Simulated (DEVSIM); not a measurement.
System: Cr/SiO2/p-Si capacitor, at 300 K.

| layer (left to right) | material | thickness (nm) | Na (cm⁻³) |
|---|---|---|---|
| 1 | SiO2 | 16.0 | - |
| 2 | Si | 850 | 4.6e17 |

Metal gate on the left, work function 4.5 eV. Fixed charge at the semiconductor interface 0 cm⁻² (in units of +e); interface traps 1.2e10 cm⁻² eV⁻¹, uniform in energy, neutral level at 0.5 of the gap above the valence band.

This is a model device: material constants are rounded textbook-type values typed into the input, and sizes, dopings and lifetimes were drawn at random. Values at 300 K; Nc and Nv go as T^1.5, mobilities as T to minus their exponent, the gap by Varshni's rule with the affinity fixed.

```
parameter         SiO2        Si
----------------  ----  --------
gap (eV)             9     1.124
affinity (eV)      0.9      4.05
permittivity       3.9      11.7
Nc (cm⁻³)            -   2.86e19
Nv (cm⁻³)            -    3.1e19
Varshni α (eV/K)     -  0.000473
Varshni β (K)        -       636
```

Simulated with DEVSIM: 1D Poisson equation in equilibrium, Boltzmann statistics, complete ionisation; no quantum confinement or tunnelling. Metal contacts follow the ideal Schottky-Mott rule: no Fermi-level pinning, no interface dipoles.

Base results: capacitance of the dielectric stack (μF/cm²) 0.216; minimum of the low-frequency capacitance (μF/cm²) 0.111; flat-band voltage (V) -0.57.

Q: What follows from this one change: substrate doping 4.6e+17 → 2.3e+17 cm^-3?

A: capacitance of the dielectric stack little changed (0.216 μF/cm²); minimum of the low-frequency capacitance 0.111 → 0.0953 μF/cm²; flat-band voltage -0.57 → -0.55 V.

Q: What follows from this one change: gate work function 4.5 → 4.65 eV?

A: capacitance of the dielectric stack little changed (0.216 μF/cm²); minimum of the low-frequency capacitance little changed (0.111 μF/cm²); flat-band voltage -0.57 → -0.42 V.

Q: What follows from this one change: SiO2 thickness 0.016 → 0.0088 μm?

A: capacitance of the dielectric stack 0.216 → 0.392 μF/cm²; minimum of the low-frequency capacitance 0.111 → 0.147 μF/cm²; flat-band voltage little changed (-0.57 V).

Q: What follows from this one change: temperature 300 → 250 K?

A: capacitance of the dielectric stack little changed (0.216 μF/cm²); minimum of the low-frequency capacitance little changed (0.109 μF/cm²); flat-band voltage -0.57 → -0.61 V.

Q: What follows from this one change: fixed charge 0 → -1.23e+12 cm^-2?

A: capacitance of the dielectric stack little changed (0.216 μF/cm²); minimum of the low-frequency capacitance little changed (0.111 μF/cm²); flat-band voltage -0.57 → 0.34 V.

Q: What follows from this one change: interface trap density 1.2e+10 → 1e+12 cm^-2 eV^-1?

A: capacitance of the dielectric stack little changed (0.216 μF/cm²); minimum of the low-frequency capacitance 0.111 → 0.139 μF/cm²; flat-band voltage -0.57 → -0.90 V.
